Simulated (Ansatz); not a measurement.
Take Mg$_{2}$Ge in the anti-fluorite structure (space group Fm-3m, No. 225; a = 6.286 Å) as the base. Axes: x, y, z lie along the cube axes.

Calculations: Ansatz (a first-principles code), LDA, PAW, cutoff 420 eV, no SOC.

Strains are applied to the cell and any free atomic positions relax; under biaxial strain the out-of-plane vector relaxes too.

One change was made to it. Results:

The band gap goes from 0.10 eV to zero; the energy rises by 5.0 meV/atom; the volume per atom shrinks by 0.537 Å³ (20.70 Å³ → 20.17 Å³); the pressure (mean of the normal stresses, compression positive) goes from zero to 1.6 GPa.

Which of these changes matches the shifts?
A) biaxial strain +0.83 %, plane normal [111], relaxed out of plane
B) biaxial strain −0.42 %, plane normal [111], relaxed out of plane
C) biaxial strain −2.50 %, plane normal [111], relaxed out of plane
D) biaxial strain −1.67 %, plane normal [111], relaxed out of plane

D, biaxial strain −1.67 %, plane normal [111], relaxed out of plane. For comparison, the energy relative to the base in the other runs: biaxial strain −2.50 %, plane normal [111], relaxed out of plane gives +11 meV/atom; biaxial strain +0.83 %, plane normal [111], relaxed out of plane gives +1.2 meV/atom; biaxial strain −0.42 %, plane normal [111], relaxed out of plane gives +0.3 meV/atom.

Whether these cells are dynamically stable was not tested. All final runs are without spin polarisation. The zero or small gap of Mg2Ge can change with the level of theory.
